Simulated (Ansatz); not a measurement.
Response to strain in ZrSi2

Consider ZrSi$_{2}$ (space group Cmcm, No. 63; a = 3.705 Å, b = 14.795 Å, c = 3.679 Å). Axes: x, y, z lie along a, b, c of the conventional cell.

Strains are applied to the cell and any free atomic positions relax.

Levels (all Ansatz, a quantum-chemistry and plane-wave program, PAW, earlier PAW set): PBE (420 eV, spin-orbit coupling left out); PBEsol (420 eV, spin-orbit coupling left out).

The base cell above is that of PBE; each level relaxes its own structures.

Notes on the quantities. pressure: mean of the normal stresses, compression positive.

```tsv
case	pressure, PBE	pressure, PBEsol
isotropic strain −1.16 %	4.8 GPa	…
isotropic strain +4.15 %	-12.0 GPa	-13.0 GPa
uniaxial strain ε_yy = +1.59 %	-1.7 GPa	…
```

### Question
Some entries are withheld; estimate them.

### Answer

- isotropic strain −1.16 %, pressure, PBEsol: 5.2 GPa
- uniaxial strain ε_yy = +1.59 %, pressure, PBEsol: -1.8 GPa

The two levels differ by at most about 0.9 GPa. They put the cases in the same order.

Stability against distortions was not tested. All final runs are without spin polarisation.
